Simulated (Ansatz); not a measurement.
Given:

```yaml
crystal:
  lattice:
    - [3.89816, 0.00000, 0.00000]
    - [0.00000, 3.89816, 0.00000]
    - [0.00000, 0.00000, 3.89816]
  atoms:
    - { symbol: Sr, position: [0.00000, 0.00000, 0.00000] }
    - { symbol: Ti, position: [0.50000, 0.50000, 0.50000] }
    - { symbol: O, position: [0.00000, 0.50000, 0.50000] }
    - { symbol: O, position: [0.50000, 0.50000, 0.00000] }
    - { symbol: O, position: [0.50000, 0.00000, 0.50000] }
```

No spin polarisation.

A single point on SrTiO3 with a change (pressure −1 GPa), its geometry relaxed with PBEsol.

All numbers come from r2SCAN/PAW in Ansatz (an electronic-structure program), scalar-relativistic without spin-orbit coupling. Settings: 9×9×9 k-points, 0.05 eV Fermi–Dirac smearing.

Problem. What band gap does the calculation give?

Solution. 2.28 eV.

Problem. Predict the pressure.

Solution. 1.30 GPa.

Problem. What is the computed gap character?

Solution. Indirect, R → Γ.

Single points use the geometry relaxed with PBEsol. Load acts through the strain it causes; cell and atoms are relaxed under it. Whether these cells are dynamically stable was not tested. All final runs are without spin polarisation. The cell was made from SrTiO3 in the cubic perovskite structure (space group Pm-3m, No. 221) by this change: pressure −1 GPa. Many cubic perovskites are stable only at high temperature; tilts and polar distortions were not tested.
